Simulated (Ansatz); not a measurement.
What pressure −2 GPa does to InAs

Base system: InAs in the zinc blende structure (space group F-43m, No. 216; a = 6.026 Å).

Now apply this change: hydrostatic tension (pressure −2 GPa).

Calculations: LDA (Ansatz, a first-principles code, PAW, spin-orbit coupling left out). k-mesh 10×10×10 (Γ-centred); smearing 0.05 eV (Fermi–Dirac).

| quantity | base | changed | shift |
|---|---|---|---|
| volume per atom | 27.35 Å³ | 28.37 Å³ | +1.014 Å³ |
| density | 5.76 g/cm³ | 5.55 g/cm³ | -0.21 g/cm³ |
| lattice parameter a | 6.026 Å | 6.100 Å | +0.074 Å |
| shortest interatomic distance | 2.609 Å | 2.641 Å | +0.032 Å |
| enthalpy H = E + PV relative to the base's energy | – | -0.35 eV/atom | – |
| band gap | zero | zero | – |

Final structure:

```yaml
crystal:
  lattice:
    - [0.00000, 3.04981, 3.04981]
    - [3.04981, 0.00000, 3.04981]
    - [3.04981, 3.04981, 0.00000]
  atoms:
    - { symbol: In, position: [0.00000, 0.00000, 0.00000] }
    - { symbol: As, position: [0.25000, 0.25000, 0.25000] }
```

Cost of the whole job for the changed cell (relaxation, final SCF and bands): about 13 core-seconds (a rough figure).

The mesh was chosen for an insulator and is coarse for the gapless case. Load acts through the strain it causes; cell and atoms are relaxed under it. No phonon test of stability was made. The final runs are not spin-polarised. The zero or small gap of InAs can change with the level of theory.
